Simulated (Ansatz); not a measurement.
Reference: Ni₃Si (Pm-3m), PBEsol, DFPT electron-phonon coupling, linearised Boltzmann equation (plane waves, PAW, scalar-relativistic; Ansatz, an electronic-structure program); geometry: relaxed with this functional, without spin-orbit coupling.

```xyz
4
Lattice="3.4608 0.0000 0.0000 0.0000 3.4608 0.0000 0.0000 0.0000 3.4608" Properties=species:S:1:pos:R:3 pbc="T T T"
Si     0.0000     0.0000     0.0000
Ni     0.0000     1.7304     1.7304
Ni     1.7304     0.0000     1.7304
Ni     1.7304     1.7304     0.0000
```

resistivity at 300 K: 35 μΩ·cm

Question: Replace Si by Ge on the same sites and relax. What happens?

Answer: Ni3Ge (Pm-3m): volume per atom 10.4 to 10.9 Å³; resistivity at 300 K stays about the same (35 μΩ·cm to 35 μΩ·cm).

Moves up to 12 % count as about the same. Metals; harmonic phonons alone scatter; means over directions. Halving the electron mesh moves these values by up to 8 %; q meshes are mostly untested. Some of the runs warned that the eigensolver left states short of its tolerance. Spin-orbit coupling is left out.

Computed structure with no diffraction record at hand here (it may be known, metastable or hypothetical): Ni3Si (Pm-3m). Treated as nonmagnetic (a ferromagnetic start lost its moment, other orders weren't tried): Ni3Ge (Pm-3m), Ni3Si (Pm-3m).
